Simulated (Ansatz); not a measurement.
## Step by step: energy of configuration A over configuration B

Consider the energy of configuration A over configuration B. The value is E(A) − E(B).

A: a supercell of 32 sites of Ag (fcc, Fm-3m) with O off the lattice sites (4 Ag at 2.11 Å); spin state with PBE: run without spin.

B: a supercell of 32 sites of Ag (fcc, Fm-3m) with O off the lattice sites (6 Ag at 2.26 Å); spin state with PBE: run without spin.

Ansatz (a first-principles code) with PAW potentials; structures come from PBE relaxations, nuclei static, no net charge. Ansatz runs with its default PAW set. Other levels take these structures. The lattices are those relaxed with PBE, so at other levels the solids can be strained, which adds to the spread. Larger cells are relaxed from a start prepared with the learned potential CHGNet, on a coarser mesh till forces fall under 0.03 eV/Å, which some starts already meet. A dispersion term (D3(BJ), or D4 for r2SCAN) was computed beside these levels and is taken off wherever the name lacks it. Cell A has symmetry P-43m and got no random move, so less symmetric positions, which may lie lower, weren't tried. Cell B has symmetry Pm-3m and got no random move, so less symmetric positions, which may lie lower, weren't tried.

Total energies of the cells in eV, at zero smearing width. They compare only within one column; the weights balance every element.

| cell | atoms | weight | PBE | LDA |
|---|---|---|---|---|
| A: Ag:O_i | 33 | +1 | -243461.93881 | -239211.44805 |
| B: Ag:O_i | 33 | −1 | -243462.18953 | -239211.51358 |

PBE: (-243461.93881) − (-243462.18953) = 0.251 eV.

LDA: (-239211.44805) − (-239211.51358) = 0.066 eV.

What follows from the PBE value: With equal degeneracies and no entropy terms, the ratio of A to B in equilibrium is exp(−ΔE/k_BT) with ΔE = 0.251 eV: 6.1×10^-5 at 300 K and 0.054 at 1000 K.
